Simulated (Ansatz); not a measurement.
Take Sr in the fcc (Cu type) structure (space group Fm-3m, No. 225; a = 5.923 Å) as the base.

All numbers come from PBEsol (Ansatz, a program for electronic structure), no spin-orbit coupling.

Strains are applied to the cell and any free atomic positions relax.

One change was made to it. Results:

```csv
quantity,base,after
energy relative to the base (free energy F),0 meV/atom,+1.8 meV/atom
pressure,0.0 GPa,0.4 GPa
```

### Question
Name the change that was made.
A. isotropic strain +2.50 %
B. isotropic strain −2.50 %
C. isotropic strain −1.00 %
D. isotropic strain −2.00 %
E. isotropic strain +2.00 %

### Answer
C, isotropic strain −1.00 %. For comparison, the energy relative to the base in the other runs: isotropic strain +2.00 % gives +6.8 meV/atom; isotropic strain −2.50 % gives +12 meV/atom; isotropic strain +2.50 % gives +11 meV/atom; isotropic strain −2.00 % gives +7.6 meV/atom.

Whether these cells are dynamically stable was not tested.
